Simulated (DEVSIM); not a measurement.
Structure: Ti/SiO2/p-Si capacitor, at 250 K.

Layer 1 from the left is SiO2, thickness (nm) 14.0. Layer 2 from the left is Si, thickness (nm) 770, Na (cm⁻³) 5.5e17.

Metal gate on the left, work function 4.33 eV. Fixed charge at the semiconductor interface 1.3e12 cm⁻² (in units of +e); no interface traps.

This is a model device: material constants are rounded textbook-type values typed into the input, and sizes, dopings and lifetimes were drawn at random. Values at 300 K; Nc and Nv go as T^1.5, mobilities as T to minus their exponent, the gap by Varshni's rule with the affinity fixed.

SiO2: gap (eV) 9, affinity (eV) 0.9, permittivity 3.9. Si: gap (eV) 1.124, affinity (eV) 4.05, permittivity 11.7, Nc (cm⁻³) 2.86e19, Nv (cm⁻³) 3.1e19, Varshni α (eV/K) 0.000473, Varshni β (K) 636.

DEVSIM, 1D Poisson equation in equilibrium, Boltzmann statistics, complete ionisation; no quantum confinement or tunnelling. Metal contacts follow the ideal Schottky-Mott rule: no Fermi-level pinning, no interface dipoles.

What does the simulation give for the flat-band voltage, the minimum of the low-frequency capacitance?

flat-band voltage -1.62 V; minimum of the low-frequency capacitance 0.127 μF/cm².
